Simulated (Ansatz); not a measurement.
Where the default PAW files enter, the runs use the earlier of Ansatz's two default sets.

```xyz
12
Lattice="3.8841 0.0000 0.0000 -1.9421 3.3637 0.0000 0.0000 0.0000 18.6787" Properties=species:S:1:pos:R:3 pbc="T T T"
Zn     0.0000     2.2425    15.5642
Zn     1.9421     1.1213     6.2249
Zn     1.9421     1.1213    12.4561
Zn     0.0000     2.2425     3.1167
Zn     0.0000     0.0000     9.3382
Zn     0.0000     0.0000    18.6776
S      0.0000     2.2425    17.8965
S      1.9421     1.1213     8.5571
S      1.9421     1.1213    14.7881
S      0.0000     2.2425     5.4488
S      0.0000     0.0000    11.6763
S      0.0000     0.0000     2.3369
```

Space group of this cell: P6_3mc. The cell is strained (lengths across the current scaled by 1.02, ions clamped); by r2SCAN its mean pressure is -2.7 GPa.

Transport runs along the normal of the first two printed cell vectors, the (001) (indices of the unstrained crystal) plane of the conventional cell.

The gap is the functional's own. No spin-orbit coupling. Mid-gap values are interpolated on the energy grid.

Q: Compute, with r2SCAN in Ansatz (a program for electronic structure), the band gap and the smallest decay constant κ at mid-gap.

A: Gap 2.53 eV on a 12×12×2 mesh; κ = 0.169 1/Å, at the zone centre.
